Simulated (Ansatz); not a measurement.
Relaxation of the outer planes of the (310) surface of bcc K in its 1x1 cell, outermost plane spacing 1.67 Å in the ideal cut.

All values below come from PBE (plane waves to 420 eV, PAW; Ansatz, a first-principles code).

Slab: 7 atoms, 10.0 Å thick at the start (thin: gaps and levels are the slab's own); k 8x5x1, smearing 0.1 eV, dipole-corrected; all atoms relaxed; held to the part of the start's symmetry that mesh and held atoms allow; no spin, no spin-orbit, no U.

```json
[
 {"plane": "1", "atoms": "K", "bulk spacing to the next (Å)": "1.670", "relaxed spacing (Å)": "___", "change (%)": "___", "rumpling (Å)": "0.00"},
 {"plane": "2", "atoms": "K", "bulk spacing to the next (Å)": "1.670", "relaxed spacing (Å)": "1.897", "change (%)": "13.6", "rumpling (Å)": "0.00"}
]
```

Task: Fill in the missing entries.

Result: 
- 1, relaxed spacing (Å): 1.424
- 1, change (%): -14.7
